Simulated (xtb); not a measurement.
xtb 6.7.1, GFN1-xTB: Zn(OH)(hfac) ([OH][Zn]1[O]C(=CC(=[O]->1)C(F)(F)F)C(F)(F)F), 17 atoms. The geometry is a generated start, not checked to be a minimum at this level.

```
Property                                                                                                       Result
------------------------  -------------------------------------------------------------------------------------------
method                                                                                                       GFN1-xTB
--acc                                                                                                     1 (default)
--etemp (K)                                                                                             300 (default)
detailed input (--input)  none: ANC optimiser, Lindh (1995) Hessian, microcycle=20, maxdispl=1.0, hlow=0.01 (default)
basis functions                                                                                                    64
valence electrons                                                                                                  84
```

```xyz
17

Zn    -0.7730     2.1888     0.4464
O     -1.4453     3.7365     0.6372
H     -1.4071     4.3368    -0.1079
F     -1.3905    -1.6621     2.8188
C     -0.1853    -1.5447     2.2642
F      0.1569    -2.7490     1.7989
F      0.6816    -1.2373     3.2328
C     -0.1846    -0.4503     1.1653
C      0.2954    -0.7960    -0.0935
C      0.3215     0.1339    -1.1305
C      0.8607    -0.3999    -2.4822
F      0.8903     0.5405    -3.4174
F      2.1019    -0.8836    -2.3489
F      0.0981    -1.4034    -2.9340
O     -0.0394     1.3293    -1.1127
O     -0.6237     0.6603     1.5438
H      0.6426    -1.7997    -0.2805
```

Charge 0 and multiplicity 1 are set for this test and not shown to be the ground state.

The structure is relaxed from this start with --opt LEVEL for the levels crude, sloppy, loose, lax, normal, tight, vtight, extreme, once each. Up to the end of the extreme run atoms move by at most 1.0 Å along an axis.

Question: What is the loosest level that ends within 5 meV of the extreme run, and how many cycles does it take?

Answer: tight: 58 cycles against 68, ending 0.11 meV above.

```
level    cycles  energy above the extreme run (meV)  gradient norm (eV/Å)
-------  ------  ----------------------------------  --------------------
crude         3                                  16                  0.15
sloppy        4                                  14                  0.16
loose         5                                  14                  0.10
lax           6                                  13                 0.075
normal        9                                  13                 0.047
tight        58                                0.11                 0.015
vtight       66                          under 0.01                0.0027
extreme      68                                   —                0.0021
```
